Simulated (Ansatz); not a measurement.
## Step by step: formation energy of the neutral V_O in ZnO (wurtzite, P6₃mc)

Consider the formation energy of the neutral V_O in ZnO (wurtzite, P6₃mc). Reaction: 54 ZnO (wurtzite) → cell A + 1/2 O2 (gas).

A: a supercell of 108 sites of ZnO (wurtzite, P6₃mc) with one empty O site amid 4 Zn; spin state with PBE: run without spin.

Setting: static, neutral cells in Ansatz (PAW) whose structures rest at the PBE level. Ansatz (a quantum-chemistry and plane-wave program) runs with its default PAW set. Other levels take these structures. The lattices are those relaxed with PBE, so at other levels the solids can be strained, which adds to the spread. Larger cells are relaxed from a start prepared with the learned potential CHGNet, on a coarser mesh till forces fall under 0.03 eV/Å, which some starts already meet. A dispersion term (D3(BJ), or D4 for r2SCAN) was computed beside these levels and is taken off wherever the name lacks it. The PAW files were made for PBE and serve at the other functionals too. Space groups of crystals are read within 0.01 Å. Mesh and cell size may move defect energies by 0.1 eV or more. The value holds for the reservoirs listed; other chemical potentials shift it. Cell A has symmetry P3m1 within 0.02 Å and got no random move, so less symmetric positions, which may lie lower, weren't tried.

Total energies of the cells in eV, at zero smearing width. They compare only within one column; the weights balance every element.

```
cell            atoms  weight         r2SCAN      r2SCAN+D4
--------------  -----  ------  -------------  -------------
A: ZnO:V_O        107      +1  -209754.56119  -209764.11348
ZnO (wurtzite)    108      −1  -210324.96409  -210334.64739
O2 (gas)            2    +1/2    -1131.96020    -1131.96199
```

r2SCAN: (-209754.56119) − (-210324.96409) + 1/2 × (-1131.96020) = 4.423 eV.

r2SCAN+D4: (-209764.11348) − (-210334.64739) + 1/2 × (-1131.96199) = 4.553 eV.

What follows from the r2SCAN value: The value above is the O-rich limit, with O2 (gas) as reservoir. The host forms with -1.63 eV/atom at this level, so before it gives way to its other element Δμ(O) can go down to -1.63 × 2 = -3.26 eV (other compounds may narrow the range). The defect releases 1 O, so the O-poor limit is 4.42 + 1 × (-3.26) = 1.16 eV.
